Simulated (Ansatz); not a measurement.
A zone-centre phonon calculation of ScBi (Fm-3m, 2 atoms in the cell) with Ansatz (a quantum-chemistry and plane-wave program).

Method of the run: LDA (PW92), default PAW files made with PBE (plane waves; Ansatz).

```xyz
2
Lattice="0.0000 3.0031 3.0031 3.0031 0.0000 3.0031 3.0031 3.0031 0.0000" Properties=species:S:1:pos:R:3 pbc="T T T"
Sc     3.0031     3.0031     3.0031
Bi     0.0000     0.0000     0.0000
```

Reference input (self-consistent single point, DFT, LDA (PW92), plane waves, default PAW files made with PBE): basis.ecutwfc = 30.9 Ry; kpoints.mp_grid.grid = 10 10 10; hamiltonian.xc = lda; hamiltonian.pseudopotentials = {kind: paw} (the program's default PAW files); scf.occupations.method = gaussian; scf.occupations.width = 0.0073 Ry. This run's input differs from it in these lines:

Ansatz 0.2 input:
```diff
@@ -13,3 +13,3 @@
   mp_grid:
-    grid: [10, 10, 10]
+    grid: [22, 22, 22]
 hamiltonian:
@@ -22,6 +22,4 @@
     width: 0.0073 Ry
-output:
-  forces: true
-  eigenvalues: true
-  stress: true
+phonons:
+  method: dfpt
```

The program printed (abridged):

```
SCF iter   1: F=—  HF=-14176.393619 eV  |F-HF|=—  |Δ(HF+E_count)|=         —  Δρ=4.98e-3  dr2=1.12e-2  ethr=1.77e-3  ⟨swp⟩=4.3  Hψ=58366  notcnv=0
all-band conjugate gradients solve this SCF's bands
preconditioner: auto → Kerker (q_TF=auto, 2.414 Å⁻¹)
SCF iter   2: F=—  HF=-14176.391763 eV  |F-HF|=—  |Δ(HF+E_count)|=   1.86e-3  Δρ=1.85e-3  dr2=6.94e-4  ethr=4.32e-5  ⟨swp⟩=2.8  Hψ=32576  notcnv=0  defer=1
   [... lines left out ...]
SCF iter   6: F=—  HF=-14176.391842 eV  |F-HF|=—  |Δ(HF+E_count)|=   2.07e-6  Δρ=9.20e-6  dr2=5.78e-8  ethr=1.97e-9  ⟨swp⟩=3.0  Hψ=22620  notcnv=0  defer=1
SCF iter   7: F=—  HF=-14176.391842 eV  |F-HF|=—  |Δ(HF+E_count)|=   2.97e-9  Δρ=2.63e-6  dr2=4.30e-9  ethr=2.22e-10  ⟨swp⟩=2.4  Hψ=19769  notcnv=0  defer=1
SCF iter   8: F=—  HF=-14176.391842 eV  |F-HF|=—  |Δ(HF+E_count)|=  4.62e-10  Δρ=5.24e-7  dr2=2.07e-10  ethr=1.65e-11  ⟨swp⟩=2.0  Hψ=24766  notcnv=0  defer=1
SCF iter   9: F=-14176.391842 eV  HF=-14176.391842 eV  |F-HF|=7.28e-12  |Δ(HF+E_count)|=  2.36e-11  Δρ=7.28e-8  dr2=3.76e-12  ethr=1.00e-12  ⟨swp⟩=5.0  Hψ=67819  notcnv=0
SCF 1 converged in 9 iterations: F = -14176.391842 eV  dr2 = 3.76e-12
DFPT response loops at Γ: preconditioner auto → Kerker (q_TF=auto, 2.414 Å⁻¹) (partly filled bands, converged f_vac=0.000) …
the response loops of the zone centre start from zero, take more passes and end by a threshold …
Free energy (F): -14176.391842 eV
Internal energy: -14176.389723 eV  (E = F + TS)
E sigma→0 (E₀):  -14176.390782 eV
Entropy (-TS):   -0.002118 eV (-1.059 meV/atom)
Fermi energy:    10.607568 eV
   [... lines left out ...]
  ASR residual: 6.461e-5 → 0.000e0 eV/Å²; symmetrization residual: 3.818e-5 eV/Å²
  ASR residual per site (eV/Å²): 3.73e-5 6.46e-5
  Γ frequencies (cm⁻¹): 0.00 0.00 0.00 177.35 177.35 177.35
  non-analytic LO–TO correction: not included (Born effective charges unavailable; polar crystals: no LO–TO splitting at Γ)
```

The run converged in 9 iterations. 

Summary of the result:
* **Free energy E − TS (on the zero of these files)**: -14176.3918 eV
* **Fermi level (on the code's own zero)**: 10.61 eV
* **Zone-centre frequencies (cm⁻¹; negative means imaginary)**: 0, 0, 0, 177, 177, 177

The starting cell comes from a database of computed structures (which also holds hypothetical and non-ambient phases and stackings), without a prior relaxation at this level. Its lattice was rescaled by up to half a per cent.

Cost on one core of a shared machine: roughly 5 min.
